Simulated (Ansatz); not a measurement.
Reference: Hf (P6_3/mmc), r2SCAN, rigid bands (plane waves, PAW, scalar-relativistic; Ansatz, a program for electronic structure); geometry: cell and atoms relaxed with PBEsol.

```cif
data_Hf2
_chemical_formula_sum 'Hf2'
_space_group_name_H-M_alt 'P63/mmc'
_space_group_IT_number 194
_space_group_name_Hall '-P 6c 2c'
_cell_length_a 3.15753
_cell_length_b 3.15753
_cell_length_c 5.00535
_cell_angle_alpha 90.000
_cell_angle_beta 90.000
_cell_angle_gamma 120.000
loop_
_atom_site_label
_atom_site_type_symbol
_atom_site_symmetry_multiplicity
_atom_site_Wyckoff_symbol
_atom_site_fract_x
_atom_site_fract_y
_atom_site_fract_z
_atom_site_occupancy
Hf1 Hf 2 c 0.33333 0.66667 0.25000 1
```

| Property | Result |
|---|---|
| density of states at the Fermi level per atom | 0.59 states/eV |
| Drude plasma energy | 4.4 eV |
| root-mean-square Fermi velocity | 5.2 ×10⁵ m/s |

Problem. Swap Hf for Zr, keeping the structure type. How do these values move?

Solution. Zr (P6_3/mmc): volume per atom 21.6 to 22.5 Å³; density of states at the Fermi level per atom rises (0.59 states/eV to 0.75 states/eV); Drude plasma energy stays about the same (4.4 eV to 4.2 eV); root-mean-square Fermi velocity falls (5.2 ×10⁵ m/s to 4.5 ×10⁵ m/s).

Problem. Swap Hf for Cd, keeping the structure type. How do these values move?

Solution. Cd (P6_3/mmc): volume per atom 21.6 to 21.2 Å³; density of states at the Fermi level per atom falls (0.59 states/eV to 0.21 states/eV); Drude plasma energy rises (4.4 eV to 8.1 eV); root-mean-square Fermi velocity rises (5.2 ×10⁵ m/s to 15.8 ×10⁵ m/s).

Problem. Swap Hf for Zn, keeping the structure type. How do these values move?

Solution. Zn (P6_3/mmc): volume per atom 21.6 to 14.5 Å³; density of states at the Fermi level per atom falls (0.59 states/eV to 0.190 states/eV); Drude plasma energy rises (4.4 eV to 9.2 eV); root-mean-square Fermi velocity rises (5.2 ×10⁵ m/s to 15.7 ×10⁵ m/s).

Moves up to 12 % count as about the same. Metals at this level; values at 300 K, both spins, means over directions. As a rough test of the mesh, the Fermi surface's area from every second k point differs by up to 8 %. Spin-orbit coupling is left out.

The missing spin-orbit coupling matters most for Hf (P6_3/mmc).
